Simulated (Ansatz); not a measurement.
The starting structures come from a database of crystals and need not be the phases stable at ambient conditions.

By PBEsol, the system below comes out a metal.

The ballistic (Sharvin) conductance counts the channels at the Fermi level: G/A = (e²/h) × channels of both spins per area.

Here is the system:

```xyz
3
Lattice="4.2051 0.0000 0.0000 -2.1026 3.6417 0.0000 0.0000 0.0000 2.6799" Properties=species:S:1:pos:R:3 pbc="T T T"
Li     0.0000     2.4278     1.3399
Li     2.1026     1.2139     1.3399
Pd     0.0000     0.0000     0.0000
```

Space group of this cell: P6/mmm. The cell is taken as given.

The current flows along the normal of the first two printed cell vectors, the (001) plane of the conventional cell. No spin-orbit coupling; the value is a mean over 0.1 eV about the Fermi level.

**Question.** Give the ballistic conductance per area that PBEsol in Ansatz (a quantum-chemistry and plane-wave program) yields.

**Answer.** 0.84 × 10¹⁵ S/m² for both spins.
